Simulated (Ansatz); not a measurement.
# ZnS: pressure series

The reference is ZnS in the zinc blende structure (space group F-43m, No. 216; a = 5.357 Å).

Cell and atoms are relaxed at each pressure.

Method: PBEsol in Ansatz (plane waves to 420 eV, PAW, no SOC).

| P (GPa) | V (Å³/atom) |
|---|---|
| -1.99 | 19.731 |
| -0.99 | 19.460 |
| 0.91 | 18.997 |
| 2.11 | 18.731 |
| 4.50 | 18.258 |
| 8.99 | 17.510 |
| 14.99 | 16.712 |
| 22.48 | 15.922 |
| 29.98 | 15.284 |

### Question
Fit a third-order Birch–Murnaghan equation of state.

### Answer
Least squares on P(V) = (3B₀/2)[(V₀/V)^(7/3) − (V₀/V)^(5/3)]·[1 + (3/4)(B₀′ − 4)((V₀/V)^(2/3) − 1)] gives V₀ = 19.21 Å³/atom, B₀ = 79 GPa and B₀′ = 4.4.

Measured bulk modulus of ZnS: 77.1 GPa (temperature not stated; as listed in Cormac Toher et al., Physical Review Materials (2017)); the computed value is for a static lattice, so the two differ by thermal effects too.

Between the base and pressure 9 GPa the gap moves from 2.09 eV to 2.49 eV, a mean slope of 45 meV/GPa.

Load acts through the strain it causes; cell and atoms are relaxed under it. Whether these cells are dynamically stable was not tested. Measured, ZnS leaves this structure (for rock salt) near 14.7 GPa (temperature not stated; as listed in Datta, Sujoy, Jana, Debnarayan, arXiv (2020)), on rising pressure, with hysteresis.

Ansatz is a quantum-chemistry and plane-wave program.
